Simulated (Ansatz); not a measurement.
ZnSe (F-43m), HSE06 with spin-orbit coupling, rigid bands (Ansatz, a program for electronic structure): N_v = 2.53e19 cm⁻³ at 300 K and a hole conductivity mass of 0.637 mₑ.

For 1e17 holes per cm³ at 300 K, place the Fermi level, estimate the Seebeck coefficient of a parabolic band with constant τ, and give mobility and conductivity for τ = 20 fs.

The level lies k_BT ln(N_v/p) = 0.143 eV above the valence-band maximum. S ≈ +(k_B/e)[ln(N_v/p) + 5/2] = 692 μV/K, against 690 μV/K from the full bands (mean over directions). μ = eτ/m = 55.2 cm²/(V·s) and σ = peμ = 0.885 S/cm. τ is assumed, not computed.

Band transport and this doping are assumed; polarons and phonon drag are left out. Geometry: cell and atoms relaxed with PBEsol.
